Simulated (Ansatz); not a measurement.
Band structure of GaP (F-43m, 2 atoms in the cell).

```yaml
crystal:
  lattice:
    - [0.00000, 2.68083, 2.68083]
    - [2.68083, 0.00000, 2.68083]
    - [2.68083, 2.68083, 0.00000]
  atoms:
    - { symbol: Ga, position: [0.00000, 0.00000, 0.00000] }
    - { symbol: P, position: [0.25000, 0.25000, 0.25000] }
```

Method of the run: LDA (PW92), PAW files made with PBE (plane waves; Ansatz, an electronic-structure program).

Settings: basis.ecutwfc = 420 eV; kpoints.mp_grid.grid = 9 9 9; hamiltonian.xc = lda; hamiltonian.pseudopotentials = {kind: paw} (an earlier, softer set of the program's PAW files); scf.occupations.method = fixed; kpoints.band_path.npoints = 16.

The starting cell comes from a database of computed structures (which also holds hypothetical and non-ambient phases and stackings), without a prior relaxation at this level. Its lattice was rescaled by a random factor within 2.5 % of one.

Task: Predict the gap along the standard path and the places of the band edges.

Result: The gap along the path is 1.35 eV, from Γ to a point between Γ and X; the smallest direct gap on it is 2.02 eV.

Levels in eV from the top of the valence band on the path, bands 6 to 12:
```csv
point,6,7,8,9,10,11,12
Γ,-12.90,0.00,0.00,0.00,2.02,3.77,3.77
X,-9.67,-7.08,-2.89,-2.89,1.40,1.63,10.80
W,-9.55,-6.86,-3.86,-3.72,4.60,4.98,5.99
K,-9.70,-6.86,-4.26,-2.43,1.99,4.77,8.31
L,-10.65,-7.00,-1.20,-1.20,1.65,4.61,4.61
U,-9.70,-6.86,-4.26,-2.43,1.99,4.77,8.31
```

Keys are those of Ansatz 0.2.
